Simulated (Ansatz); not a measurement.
The parent structure is SrTiO3 in the cubic perovskite structure (space group Pm-3m, No. 221).

```yaml
crystal:
  lattice:
    - [3.85418, 0.00000, 0.00000]
    - [0.00000, 3.85418, 0.00000]
    - [0.00000, 0.00000, 3.85418]
  atoms:
    - { symbol: Sr, position: [0.00000, 0.00000, 0.00000] }
    - { symbol: Ti, position: [0.50000, 0.50000, 0.50000] }
    - { symbol: O, position: [0.50000, 0.00000, 0.50000] }
    - { symbol: O, position: [0.00000, 0.50000, 0.50000] }
    - { symbol: O, position: [0.50000, 0.50000, 0.00000] }
```

Cartesian axes are those of the cell as printed.

Level of theory: Kohn–Sham DFT with the LDA functional, run in Ansatz (an electronic-structure program) with PAW and 420 eV plane waves, no spin-orbit coupling.

Before the change:

The band gap is 1.85 eV and the smallest direct gap is 2.17 eV.

It is then changed as follows: tensor shear ε_xy = +2.00 % (engineering shear γ = 0.0400); the atoms relax in the strained cell.

Problem. Estimate the effect on the stress.

Solution. The stress (xx, yy, zz, yz, xz, xy; compression positive) amounts to (0.16, 0.16, 0.09, 0.00, 0.00, -4.78) GPa.

Problem. How does this affect the band gap?

Solution. The band gap falls by 0.10 eV (1.85 eV → 1.75 eV).

Problem. Predict the new smallest direct gap.

Solution. The smallest direct gap drops by 0.198 eV (2.17 eV → 1.98 eV).

Stability against distortions was not tested. The final runs are not spin-polarised. Many cubic perovskites are stable only at high temperature; tilts and polar distortions were not tested.
